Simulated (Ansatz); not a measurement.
Consider TiO$_{2}$ in the anatase structure (space group I4_1/amd, No. 141).

```
CELL_PARAMETERS angstrom
     -1.88489     1.88489     4.77588
      1.88489    -1.88489     4.77588
      1.88489     1.88489    -4.77588
ATOMIC_POSITIONS crystal
  Ti 0.50000 0.50000 0.00000
  Ti 0.25000 0.75000 0.50000
  O  0.29247 0.29247 0.00000
  O  0.04247 0.54247 0.50000
  O  0.45753 0.95753 0.50000
  O  0.70753 0.70753 0.00000
```

Cartesian axes are those of the cell as printed.

Level of theory: Kohn–Sham DFT with the PBEsol functional, run in Ansatz (a first-principles code) with PAW and 420 eV plane waves, no spin-orbit coupling.

Before the change:

| Item | Value |
|---|---|
| Band gap | 2.11 eV |
| Smallest direct gap | 2.44 eV |
| Shortest interatomic distance | 1.928 Å |

One thing is altered: uniaxial stress, 8 GPa tension along z, with the cell and atoms free to relax against it.

Question: Predict the new band gap.

Answer: The band gap grows by 0.30 eV, from 2.11 eV to 2.41 eV.

Question: Predict the new energy relative to the base.

Answer: The energy rises by 23 meV/atom.

Question: Estimate the effect on the smallest direct gap.

Answer: The smallest direct gap goes up by 0.22 eV to 2.66 eV.

Question: What does the calculation give for the shortest interatomic distance after the change?

Answer: The shortest interatomic distance drops by 0.015 Å to 1.913 Å.

Load acts through the strain it causes; cell and atoms are relaxed under it. Beyond what the load breaks, stability against distortions was not tested. All final runs are without spin polarisation.
